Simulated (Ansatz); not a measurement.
Quartz-high SiO₂ (high-temperature phase) was calculated with LDA (Ansatz, an electronic-structure program, PAW).

Settings: plane-wave cutoff 520 eV, 6×6×6 k mesh, perturbation theory, scalar-relativistic PAW data made under PBE.

Cell (relaxed at this level):

```cif
data_O6Si3
_chemical_formula_sum 'Si3 O6'
_space_group_name_H-M_alt 'P6222'
_space_group_IT_number 180
_space_group_name_Hall 'P 62 2 (0 0 4)'
_cell_length_a 5.03863
_cell_length_b 5.03863
_cell_length_c 5.52536
_cell_angle_alpha 90.000
_cell_angle_beta 90.000
_cell_angle_gamma 120.000
loop_
_atom_site_label
_atom_site_type_symbol
_atom_site_symmetry_multiplicity
_atom_site_Wyckoff_symbol
_atom_site_fract_x
_atom_site_fract_y
_atom_site_fract_z
_atom_site_occupancy
Si1 Si 3 c 0.50000 0.00000 0.00000 1
O1 O 6 j 0.41560 0.20780 0.16667 1
```

Problem. What does this level give for the high-frequency dielectric constant (mean over three axes)?

Solution. 
- high-frequency dielectric constant (mean over three axes) = 2.38

Note: symmetry holds this phase in the static calculation, where it need not be a minimum; the run finds an imaginary mode (72i cm⁻¹), so the cell is a saddle point at this level.

The result took around 30 core-minutes (rough).
